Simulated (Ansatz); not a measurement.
For CsCl-type LiCl (model structure), PBEsol (plane waves, PAW; Ansatz, a first-principles code) gives:

```
Property                       Result
---------------------  --------------
lattice parameter a           3.231 Å
enthalpy of formation  -1.616 eV/atom
```

Task: What does r²SCAN (Ansatz, plane waves, PAW) give for the same quantities?

Result: 
- lattice constant a: 3.271 Å (rises by 1.2 %)
- formation enthalpy: -1.766 eV/atom (moves by -0.150 eV/atom)

Changes are worked out from the printed values.

Unless a cell is named, each level is at its own relaxed cell (PBEsol 16.86, r²SCAN 17.49 Å³/atom).

Ansatz's density-functional and Hartree–Fock values are scalar-relativistic unless marked +SOC, with PAW data made under PBE.

A model structure was made by putting elements into a prototype or built by hand; it is no filed structure, need not be a known phase, and can be a saddle point held by its symmetry.
